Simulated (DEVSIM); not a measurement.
Model (solved in DEVSIM): 1D drift-diffusion, Boltzmann statistics, complete ionisation; no tunnelling, impact ionisation, image-force lowering or self-heating.

System: Si n-i-p diode, at 300 K.

| layer (left to right) | material | thickness (μm) | Nd (cm⁻³) | Na (cm⁻³) | τn (s) | τp (s) |
|---|---|---|---|---|---|---|
| 1 | Si | 0.910 | 1.5e18 | - | 0.00019 | 0.00019 |
| 2 | Si | 27.0 | - | 2.9e13 | 0.00019 | 0.00019 |
| 3 | Si | 0.680 | - | 3.7e18 | 0.00019 | 0.00019 |

Left contact: ohmic. Right contact: ohmic. Voltage is applied to the left contact. Recombination: SRH at mid-gap, Auger. Mobility is constant in doping. Where it depends on doping, it is μmin + (μ − μmin)/(1 + (N/Nref)^α).

The device is made up for the run: typed textbook-type constants, with dimensions and the other settings drawn at random. Values at 300 K. The table also holds parameters that only a changed run uses.

```csv
parameter,Si
gap (eV),1.124
affinity (eV),4.05
permittivity,11.7
Nc (cm⁻³),2.86e19
Nv (cm⁻³),3.1e19
μn (cm²/Vs),1417
μp (cm²/Vs),470
"μn,min",52
"μp,min",45
"Nref,n",9.7e16
"Nref,p",2.2e17
αn,0.68
αp,0.72
Cn (cm⁶/s),2.8e-31
Cp (cm⁶/s),9.9e-32
```

One input was changed, with this effect: dark forward voltage at 100 A/cm² 0.815 → 0.851 V; dark forward voltage at 1 A/cm² 0.678 → 0.722 V; potential step across the device at zero bias little changed (0.993 V).

Problem. Which change was it?
A. doping Na of layer 2 2.9e+13 → 8.7e+11 cm^-3
B. minority lifetime in layer 2 0.00019 → 0.00057 s
C. doping Nd of layer 1 1.5e+18 → 4.5e+16 cm^-3
D. thickness of layer 1 0.91 → 1.5 μm
E. doping-dependent mobility in place of the constant one
F. Auger recombination switched off
G. minority lifetime in layer 3 0.00019 → 1.9e-05 s

Solution. E, doping-dependent mobility in place of the constant one
